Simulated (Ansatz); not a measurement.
# zincblende AlAs (F-43m) under uniaxial stress along [111]

Cell and atoms are relaxed with PBEsol to each stress (compression positive); bands and masses by PBEsol with spin-orbit coupling, rigid bands (plane waves, PAW; Ansatz, an electronic-structure program). Strains are changes of length against the unloaded cell.

AlAs is modelled in the cubic space group F-43m (No. 216), the zinc blende structure, Pearson symbol cF8. Conventional cell: a = 5.675 Å, b = 5.675 Å, c = 5.675 Å, α = 90.00°, β = 90.00°, γ = 90.00°. Al on 4a has 4 As at 2.457 Å (tetrahedral). As on 4c is coordinated by 4 Al at 2.457 Å (tetrahedral). (Neighbours: up to the widest gap in distance over summed covalent radii, below 1.35, at either atom; cation-cation and far metal-metal contacts left out.)
(The calculation used a cell of 2 atoms; values per cell refer to that cell.)

```
stress (GPa)  strain [111] (%)  strain [1−10] (%)  gap (eV)  mean mₑ*
------------  ----------------  -----------------  --------  --------
-2.00                     1.61              -0.33     1.197      0.33
-1.00                     0.80              -0.17     1.225      0.33
0                            0                  0     1.247      0.33
1.00                     -0.80               0.17     1.205      0.33
2.00                     -1.60               0.35     1.147      0.32
```

[111] is the direction of the load; [11−2] strains as [1−10]. Masses are conductivity masses at 300 K in electron masses, harmonic means over x, y and z.

Problem. From the two loads next to zero, find the Young modulus and the ratio of transverse to axial strain.

Solution. Between -1.00 and 1.00 GPa the strain along [111] changes by -1.60 % and that along [1−10] by 0.34 %. The modulus is 2.00/0.0160 = 125 GPa and the ratio of the strains 0.21 (PBEsol, atoms relaxed).

Problem. How fast does the gap move on either side of zero load?

Solution. Under tension, (1.197 − 1.247) eV over -2.00 GPa = 25 meV/GPa, or about -3.1 eV per unit strain; under compression, (1.205 − 1.247) eV over 1.00 GPa = -42 meV/GPa, or about 5.3 eV per unit strain. The two slopes part by 67 meV/GPa; gaps are resolved to about 0.01 eV, which allows 15 meV/GPa, so they differ, even in sign: the gap has a turning point near zero load.

Masses are those of dilute carriers in rigid bands with one relaxation time, without polarons. Third decimals of gaps are kept for the arithmetic. Every relaxation keeps the zincblende phase (space group R3m under this load), so a transition, a distortion that breaks the symmetry or fracture can't show.
